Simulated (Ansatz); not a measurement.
## BeTe: pressure series

The parent structure is BeTe in the zinc blende structure (space group F-43m, No. 216; a = 5.664 Å).

Cell and atoms are relaxed at each pressure.

Level of theory: PBE (Ansatz, a quantum-chemistry and plane-wave program; PAW; 420 eV plane waves; spin-orbit coupling left out).

| pressure (GPa) | band gap (eV) |
|---|---|
| -2 | 2.12 |
| -1 | 2.07 |
| 0 | 2.03 |
| 0.9 | 1.99 |
| 2.1 | ? |
| 4.5 | 1.86 |
| 9 | 1.71 |
| 15 | 1.53 |

Q: Fit E_g = E₀ + αP + βP² to the rows shown and predict the withheld row.

A: Least squares on the printed values gives E₀ = 2.03 eV, α = -40.3 meV/GPa, β = 0.47 meV/GPa² (largest residual 0.01 eV); this predicts 1.95 eV, and the run gives 1.95 eV, in agreement.

With Te present, leaving out spin-orbit coupling can change the band edges. Load acts through the strain it causes; cell and atoms are relaxed under it. Stability against distortions was not tested. Competing high-pressure phases were not computed.
